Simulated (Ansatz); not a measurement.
**Hypothetical zinc blende BiB, pressure series**

Take BiB in the zinc blende structure (space group F-43m, No. 216; a = 5.524 Å; a hypothetical phase, not in the database extracts checked) as the base.

Cell and atoms are relaxed at each pressure.

All numbers come from Kohn–Sham DFT with the PBE functional, run in Ansatz (a program for electronic structure) with PAW and 420 eV plane waves, without spin-orbit coupling, earlier PAW set.

Two rows of this table had their results exchanged by mistake.

```tsv
pressure	volume per atom (Å³)	shortest distance (Å)	band gap
pressure −2 GPa	21.71	2.416	zero
pressure −1 GPa	21.37	2.403	zero
pressure 1.8 GPa	15.49	2.159	0.53 eV
pressure 4.2 GPa	20.02	2.351	0.52 eV
pressure 9 GPa	19.09	2.315	0.67 eV
pressure 18 GPa	17.81	2.262	0.62 eV
pressure 30 GPa	16.59	2.209	0.58 eV
pressure 45 GPa	20.58	2.373	0.31 eV
pressure 60 GPa	14.65	2.119	0.50 eV
```

**Question.** Which two?

**Answer.** The rows for pressure 1.8 GPa and pressure 45 GPa: the volume has to fall steadily with pressure, so 20.58 Å³ belongs to pressure 1.8 GPa and 15.49 Å³ to pressure 45 GPa.

With Bi present, leaving out spin-orbit coupling can change the band edges. Load acts through the strain it causes; cell and atoms are relaxed under it. No phonon test of stability was made. Competing high-pressure phases were not computed. The final runs are not spin-polarised. Gaps under 0.05 eV, about the width of the smearing, are given as zero. A zero or small gap of BiB can be the functional's error rather than a property of the material.
